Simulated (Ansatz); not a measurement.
ZnS (F-43m), Ansatz (an electronic-structure program) with PBEsol with spin-orbit coupling, rigid bands: N_c = 1.84e18 cm⁻³ at 300 K and an electron conductivity mass of 0.179 mₑ.

**Question.** For 1e16 electrons per cm³ at 300 K, place the Fermi level, estimate the Seebeck coefficient of a parabolic band with constant τ, and give mobility and conductivity for τ = 50 fs.

**Answer.** The level lies k_BT ln(N_c/n) = 0.135 eV below the conduction-band minimum. S ≈ −(k_B/e)[ln(N_c/n) + 5/2] = -665 μV/K, against -662 μV/K from the full bands (mean over directions). μ = eτ/m = 491 cm²/(V·s) and σ = neμ = 0.787 S/cm. τ is assumed, not computed.

Band transport and this doping are assumed; polarons and phonon drag are left out.
